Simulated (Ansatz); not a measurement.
Worked example: self-consistent single point of Hf2Ni (I4/mcm, 6 atoms in the cell) in Ansatz (an electronic-structure program).

Method of the run: PBEsol, PAW files made with PBE (plane waves; Ansatz).

The change in words: lattice scaled by 0.98. Reference geometry:
```
Hf2Ni
1.0
   -3.17787     3.17787     2.61804
    3.17787    -3.17787     2.61804
    3.17787     3.17787    -2.61804
Hf Ni
4 2
Direct
  0.83439   0.66561   0.50000
  0.16561   0.33439   0.50000
  0.66561   0.16561   0.83122
  0.33439   0.83439   0.16878
  0.75000   0.75000   0.00000
  0.25000   0.25000   0.00000
```

Reference input (self-consistent single point, DFT, PBEsol, plane waves, PAW files made with PBE): kpoints.mp_grid.grid = 6 6 6; hamiltonian.xc = pbesol; hamiltonian.pseudopotentials = {kind: paw} (the program's default PAW files); scf.occupations.method = fermi_dirac; scf.occupations.width = 0.0073 Ry. This run's input differs from it in these lines:

Ansatz 0.2 input:
```diff
@@ -2,12 +2,12 @@
   lattice:
-    - [-3.177870, 3.177870, 2.618040]
-    - [3.177870, -3.177870, 2.618040]
-    - [3.177870, 3.177870, -2.618040]
+    - [-3.114313, 3.114313, 2.565679]
+    - [3.114313, -3.114313, 2.565679]
+    - [3.114313, 3.114313, -2.565679]
   atoms:
-    - { symbol: Hf, position_ang: [1.052574, 2.125296, 2.618040] }
-    - { symbol: Hf, position_ang: [2.125296, 1.052574, 0.000000] }
-    - { symbol: Hf, position_ang: [1.052574, 4.230444, 0.000000] }
-    - { symbol: Hf, position_ang: [2.125296, -1.052574, 2.618040] }
-    - { symbol: Ni, position_ang: [0.000000, -0.000000, 3.927060] }
-    - { symbol: Ni, position_ang: [0.000000, 0.000000, 1.309020] }
+    - { symbol: Hf, position_ang: [1.031523, 2.082790, 2.565679] }
+    - { symbol: Hf, position_ang: [2.082790, 1.031523, 0.000000] }
+    - { symbol: Hf, position_ang: [1.031523, 4.145836, 0.000000] }
+    - { symbol: Hf, position_ang: [2.082790, -1.031523, 2.565679] }
+    - { symbol: Ni, position_ang: [-0.000000, 0.000000, 3.848518] }
+    - { symbol: Ni, position_ang: [0.000000, 0.000000, 1.282839] }
 kpoints:
```

The program printed (abridged):

```
SCF iter   1: F=—  HF=-74016.555354 eV  |F-HF|=—  |Δ(HF+E_count)|=         —  Δρ=5.05e-1  dr2=2.21e2  ethr=3.10e-3  ⟨swp⟩=7.1  Hψ=8551  notcnv=0  defer=8
all-band conjugate gradients solve this SCF's bands
preconditioner: auto → Kerker (q_TF=auto, 2.888 Å⁻¹)
SCF iter   2: F=—  HF=-74009.622341 eV  |F-HF|=—  |Δ(HF+E_count)|=    6.93e0  Δρ=2.24e-1  dr2=4.70e1  ethr=3.10e-3  ⟨swp⟩=3.1  Hψ=5781  notcnv=0  defer=61
   [... lines left out ...]
SCF iter   8: F=—  HF=-74007.254244 eV  |F-HF|=—  |Δ(HF+E_count)|=   4.32e-5  Δρ=3.11e-4  dr2=9.66e-5  ethr=2.76e-7  ⟨swp⟩=3.3  Hψ=5011  notcnv=0  defer=78
SCF iter   9: F=—  HF=-74007.254199 eV  |F-HF|=—  |Δ(HF+E_count)|=   4.54e-5  Δρ=7.65e-5  dr2=6.94e-6  ethr=6.90e-8  ⟨swp⟩=3.0  Hψ=3527  notcnv=0  defer=78
SCF iter  10: F=—  HF=-74007.254201 eV  |F-HF|=—  |Δ(HF+E_count)|=   1.92e-6  Δρ=1.32e-5  dr2=1.54e-7  ethr=4.95e-9  ⟨swp⟩=4.5  Hψ=5989  notcnv=0  defer=78
SCF iter  11: F=-74007.254201 eV  HF=-74007.254201 eV  |F-HF|=1.41e-9  |Δ(HF+E_count)|=   2.51e-7  Δρ=3.67e-6  dr2=5.88e-9  ethr=7.14e-11  ⟨swp⟩=23.1  Hψ=23705  notcnv=0
SCF 1 converged in 11 iterations: F = -74007.254201 eV  dr2 = 5.88e-9
Free energy (F): -74007.254201 eV
Internal energy: -74007.073436 eV  (E = F + TS)
E sigma→0 (E₀):  -74007.163818 eV
Entropy (-TS):   -0.180766 eV (-30.128 meV/atom)
Fermi energy:    20.103777 eV
--- Forces (eV/Å), atoms counted from 1 ---
  atom   1  Hf    -0.17962025     0.17962025     0.00000000
  atom   2  Hf     0.17962025    -0.17962025     0.00000000
  atom   3  Hf    -0.17962025    -0.17962025     0.00000000
  atom   4  Hf     0.17962025     0.17962025     0.00000000
  atom   5  Ni     0.00000000     0.00000000     0.00000000
  atom   6  Ni     0.00000000     0.00000000     0.00000000
--- Stress (GPa, compression-positive) ---
        7.568005       0.000000       0.000000
        0.000000       7.568005       0.000000
        0.000000       0.000000       5.566797
  P = ⅓ Tr σ = 6.9009 GPa (69.009 kbar)
  The stress holds the Pulay correction. Without it, at fixed plane waves, as pw.x and ABINIT print it: P = 6.8314 GPa
```

The run converged in 11 iterations. Against the reference run the free energy goes up by 13.3 meV/atom, the pressure goes from -2.33 to 6.90 GPa and the largest force goes from 0.097 to 0.254 eV/Å.

The starting cell comes from a database of computed structures (which also holds hypothetical and non-ambient phases and stackings), without a prior relaxation at this level. For this run, on top of that: lattice scaled by 0.98. Spin polarisation is off. With a pressure of about 7 GPa the cell is away from its equilibrium volume at this level. Ansatz's pressure includes its estimate of the finite-basis (Pulay) stress.
